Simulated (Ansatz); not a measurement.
System: 1T (CdI2-type) MgI2. Method: PBE0-D4 (PAW; Ansatz, an electronic-structure program).

Run with plane-wave cutoff 500 eV, 6×6×4 k mesh (along the axes of the cell as run), gaussian smearing 0.02 eV, scalar-relativistic PAW data made under PBE.

Computed at the level's own relaxed cell.

Problem. Estimate the equilibrium volume per atom, lattice constant a and c axis length that the calculation returns.

Solution. 
- equilibrium volume per atom: 33.20 Å³/atom
- lattice constant a: 4.112 Å
- c axis length: 6.802 Å

Measured, for comparison: lattice constant a 4.14 Å, lattice parameter c 6.88 Å (temperature not stated, copied from a table, unchecked, not corrected to a static lattice; as tabulated in Crystal Structures 1, 239 (1963)). Computed (rounded) less measured: lattice constant a not scored (unchecked), lattice parameter c not scored (unchecked). A static lattice is as a rule a little smaller and stiffer than an uncorrected measurement, which narrows the difference in the lattice constant a, lattice parameter c and would widen misses of the other sign.

Spin–orbit coupling is not included.

Cost on a shared machine: about 7 core-minutes (a rough figure).
